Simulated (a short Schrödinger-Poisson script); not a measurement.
**MOS inversion layer, SiO2 on p-type Si(100)**

Stack: MOS inversion layer, SiO2 on p-type Si(100), at 300 K.

| layer | material | thickness (nm) | Na (cm⁻³) |
|---|---|---|---|
| 1 | SiO2 | 3.4 | - |
| 2 | Si | 340 | 1.6e18 |

Constants are typed, rounded textbook-type inputs, not results; the design itself was drawn at random and stands for no fabricated device. SiO2: permittivity 3.9, conduction-band edge (eV) 3.15, gap (eV) 9, electron mass (mₑ) 0.5. Si: permittivity 11.7, conduction-band edge (eV) 0, gap (eV) 1.124, Nv at 300 K (cm⁻³) 3.1e19.

Channel valleys (confinement mass, in-plane density-of-states mass, number): Δ2 0.916, 0.19, 2; Δ4 0.19, 0.417, 4. At the gate the conduction-band edge of layer 1 lies 3.34 eV − eVg above the Fermi level of the channel; the field vanishes at the back. Gaps are held at their typed values at every temperature. Mesh 0.03 nm at interfaces.

From a short Schrödinger-Poisson script (our own, NumPy): 1D Poisson equation in equilibrium, electrons quantum, Hartree (BenDaniel-Duke, 12 states a valley, the channel's in-plane mass for all, wave functions free to enter the dielectric), parabolic valleys, classical holes, full ionisation, no traps, pinning or gate leakage.

| Vg (V) | electrons (cm⁻²) | C (μF/cm²) | Δ2 E0 (meV) | Δ2 E1 (meV) | Δ4 E0 (meV) | Δ4 E1 (meV) |
|---|---|---|---|---|---|---|
| 0.6 | 7.89e6 | 0.292 | 348.8 | 438.7 | 413.7 | 559.9 |
| 0.75 | 4.04e8 | 0.280 | 246.2 | 340.5 | 313.9 | 468.0 |
| 0.9 | 2.06e10 | 0.325 | 143.9 | 242.3 | 214.1 | 375.4 |
| 1.05 | 3.12e11 | 0.654 | 72.5 | 174.5 | 145.0 | 311.4 |
| 1.2 | 9.48e11 | 0.801 | 42.1 | 147.1 | 116.6 | 285.9 |
| 1.35 | 1.70e12 | 0.851 | 25.1 | 132.9 | 101.5 | 273.1 |
| 1.5 | 2.49e12 | 0.874 | 13.1 | 123.8 | 91.4 | 264.9 |
| 1.65 | 3.30e12 | 0.888 | 3.6 | 117.0 | 83.8 | 259.0 |
| 1.8 | 4.13e12 | 0.898 | -4.3 | 111.7 | 77.6 | 254.5 |
| 1.95 | 4.97e12 | 0.905 | -11.3 | 107.4 | 72.3 | 250.9 |
| 2.1 | 5.82e12 | 0.910 | -17.6 | 103.7 | 67.7 | 247.8 |
| 2.25 | 6.67e12 | 0.914 | -23.3 | 100.5 | 63.6 | 245.2 |
| 2.4 | 7.52e12 | 0.918 | -28.7 | 97.7 | 59.8 | 243.0 |
| 2.55 | 8.38e12 | 0.921 | -33.8 | 95.1 | 56.3 | 241.1 |
| 2.7 | 9.24e12 | 0.924 | -38.5 | 92.9 | 53.1 | 239.3 |
| 2.85 | 1.01e13 | 0.926 | -43.1 | 90.8 | 50.0 | 237.8 |
| 3 | 1.10e13 | 0.928 | -47.5 | 88.9 | 47.2 | 236.4 |
| 3.15 | 1.18e13 | 0.930 | -51.7 | 87.2 | 44.4 | - |
| 3.3 | 1.27e13 | 0.932 | -55.8 | - | - | - |

Gate voltages with under 1e6 electrons/cm² are left out.

Subbands count from the Fermi level; a dash marks a level above the dielectric's band edge.
